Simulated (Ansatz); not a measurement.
Carrier properties of BeTe under load (space group I-4m2)

Input:

```
BeTe
1.0
    0.00000     2.82924     2.78055
    2.82924     0.00000     2.78055
    2.82924     2.82924     0.00000
Be Te
1 1
Cartesian
  0.00000   0.00000   0.00000
  4.24386   4.24386   4.17082
```

Calculation: PBEsol with spin-orbit coupling, rigid bands (plane waves, PAW; Ansatz, a program for electronic structure). Condition of this run: biaxial stress xx = yy = -1 GPa (compression positive) (the target of the relaxation). Cell: cell and atoms relaxed with PBEsol, then loaded as said.

```yaml
band_gap: 1.46 eV
electron conductivity mass (300 K, dilute): 0.27 (x), 0.27 (y), 1.36 (z) mₑ
hole conductivity mass (300 K, dilute): 0.41 (x), 0.41 (y), 0.37 (z) mₑ
effective density of states N_c (300 K): 8.4e18 cm⁻³
effective density of states N_v (300 K): 5.8e18 cm⁻³
density_of_states_mass_electrons: 0.48 mₑ
density_of_states_mass_holes: 0.37 mₑ
Seebeck coefficient, n-type 1e19 cm⁻³, 300 K: -230 μV/K
best n-type power factor at 300 K for τ = 10 fs (best axis; densities from 1e16 to 1e21 cm⁻³ tried, whether or not they can be reached): 9.4 μW/(cm·K²) at 3e20 cm⁻³
Seebeck coefficient, p-type 1e19 cm⁻³, 300 K: 222 μV/K
best p-type power factor at 300 K for τ = 10 fs (best axis; densities from 1e16 to 1e21 cm⁻³ tried, whether or not they can be reached): 5.3 μW/(cm·K²) at 1e20 cm⁻³
```

Rigid bands; masses and Seebeck coefficients take one relaxation time τ for all states and one kind of carrier; polarons and phonon drag are left out.
